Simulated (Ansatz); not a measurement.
# Ta₂Ge (model structure, started from the Ni2In type, P6₃/mmc, No. 194, 6 atoms in the cell): properties by level of theory

```csv
level (code),equilibrium lattice constant a (Å),c axis length (Å)
PBE (Ansatz),4.646,5.470
PBEsol (Ansatz),4.592,5.412
PBE-D3(BJ) (Ansatz),4.596,5.420
```

Ansatz's density-functional and Hartree–Fock values are scalar-relativistic unless marked +SOC, with PAW data made under PBE.

The computed numbers hold no vibrational or temperature effects.

A model structure was made by putting elements into a prototype or built by hand; it is no filed structure, need not be a known phase, and can be a saddle point held by its symmetry.

Ansatz is a program for electronic structure.
